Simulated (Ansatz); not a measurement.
Where the default PAW files enter, the runs use the earlier of Ansatz's two default sets.

Input:

```xyz
2
Lattice="3.8493 0.0000 0.0000 -1.9246 3.3336 0.0000 1.9246 1.1112 3.1429" Properties=species:S:1:pos:R:3 pbc="T T T"
Si     1.9246     3.3336     2.3572
Si     0.0000     0.0000     0.0000
```

Space group of this cell: Fd-3m, diamond. The cell is taken as given; by PBEsol its mean pressure is -0.5 GPa.

Transport runs along the normal of the first two printed cell vectors, the (111) plane of the conventional cell.

No gap correction and no spin-orbit coupling; mid-gap is the computed energy nearest the middle.

**Question.** Compute, with PBEsol (Ansatz, a first-principles code), the band gap and the smallest decay constant κ at mid-gap.

**Answer.** Gap 0.48 eV on a 12×12×12 mesh; κ = 0.071 1/Å, at the zone centre.
